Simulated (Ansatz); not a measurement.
Take AlRu in the CsCl type structure (space group Pm-3m, No. 221; a = 2.977 Å; relaxed with 0.1 eV smearing) as the base. Axes: x, y, z lie along the cube axes.

Computed with PBEsol (Ansatz, an electronic-structure program), scalar-relativistic without spin-orbit coupling.

Modification: biaxial strain +1.25 %, plane normal [111], relaxed out of plane (Cartesian); in-plane vectors clamped, the third vector and the atoms free.

Problem. What does the calculation give for the out-of-plane strain, in-plane stress and energy relative to the base after the change?

Solution. The out-of-plane strain is -0.75 %; the mean in-plane stress (compression positive) comes out as -5.4 GPa; the energy increases by 5.6 meV/atom.

No phonon test of stability was made. All final runs are without spin polarisation.
